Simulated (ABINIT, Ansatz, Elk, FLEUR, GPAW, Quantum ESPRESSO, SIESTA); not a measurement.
Code comparison for Mg₇V (Fm-3m, 8 atoms in the cell)

Self-consistent single point.

```xyz
8
Lattice="0.0000 4.3617 4.3617 4.3617 0.0000 4.3617 4.3617 4.3617 0.0000" Properties=species:S:1:pos:R:3 pbc="T T T"
Mg     4.3617     4.3617     4.3617
Mg     2.1809     2.1809     0.0000
Mg     2.1809     2.1809     4.3617
Mg     0.0000     2.1809     2.1809
Mg     4.3617     2.1809     2.1809
Mg     2.1809     0.0000     2.1809
Mg     2.1809     4.3617     2.1809
V      0.0000     0.0000     0.0000
```
Moments meant for the start (each program seeds them in its own way; μB, in the order of the atoms Mg Mg Mg Mg Mg Mg Mg V): 0.0 0.0 0.0 0.0 0.0 0.0 0.0 2.0.

All programs got the same cell, k-point mesh and kind of occupations, and the same starting moments (in Ansatz's words: kpoints.mp_grid.grid = 3 3 3; magnetization.spin_polarized = true; scf.occupations.method = fermi_dirac; scf.occupations.width = 0.0073 Ry); potentials, basis and cutoffs are each program's usual ones.

```tsv
code	model	pressure (GPa)	size of the net moment (μB/atom)	k-points	cutoff
Elk	LDA (PW92), all-electron FP-LAPW, Elk's shipped species files, APW+lo basis with extra local orbitals	–	0.18	4	rgkmax 8
Quantum ESPRESSO	LDA (PW92), PseudoDojo standard norm-conserving (LDA) pseudopotentials	-1.58	0.23	4	85 Ry
Ansatz	LDA (PW92), PAW files made with PBE	-2.92	0.00	4	default
SIESTA	LDA PW92, numerical atomic orbitals DZP, PseudoDojo LDA standard norm-conserving potentials (rewritten from UPF to PSML)	1.25	0.21	14	grid 300 Ry
ABINIT	LDA (PW92), norm-conserving pseudopotentials (PseudoDojo nc-sr-04 LDA standard)	-2.84	0.00	4	84 Ry
GPAW	LDA (Perdew-Wang 92), GPAW PAW datasets LDA (gpaw-data 1.0.1)	-2.88	0.00	4	850 eV
FLEUR	LDA (Perdew-Zunger), all-electron FLAPW (FLEUR), scalar-relativistic valence	–	0.00	4	Kmax 3.8 1/bohr
```

A dash marks a value that a program does not give, or that is left out as unsure.

The net moments differ, which can mean other magnetic states; other values may part for that reason too.

The spread over the programs that give each value: pressure within 4.17 GPa; size of the net moment within 0.23 μB/atom.

The starting cell comes from a database of computed structures (which also holds hypothetical and non-ambient phases and stackings), without a prior relaxation at this level. On Ansatz's run: The starting moments vanished: the run ended non-magnetic, which need not be the lowest state. The program warned that a starting moment was not kept. Without a gap this mesh is coarse (it stands for a supercell whose shortest vector is 19 Å).

Why do the programs differ, and what cannot be compared?

Differences of this kind can come from the potentials, where these differ, and from what each basis and cutoff leave unconverged. The zero of total energies and Fermi levels follows the potentials and each program's conventions, so they are not compared here. SIESTA uses small atom-centred bases, whose incompleteness enters pressures, forces and empty levels differently from a plane-wave cutoff. Elk and FLEUR treat all electrons, but the usual bases taken here (sphere radii, linearisation, local orbitals, empty states) were not tested for convergence, so the values are no reference for the others. Ansatz's pressure is given at a fixed set of plane waves, as the other plane-wave codes print theirs. Ansatz's smearing width was typed in Ry to four decimals, so it matches the others to a few per cent. Site moments depend on each program's spheres or projections; the total moment of the cell does not. The programs reduce the same mesh by symmetry to different extents, which changes the work and not the result. In the pressure, Quantum ESPRESSO (by 1.28) and SIESTA (by 4.11) lie more than 1 GPa from the median of the plane-wave programs.

The shared mesh is coarse (it stands for a supercell whose shortest vector is 19 Å), so the values are not converged in it.

Ansatz is a program for electronic structure.

Keys are those of Ansatz 0.2.
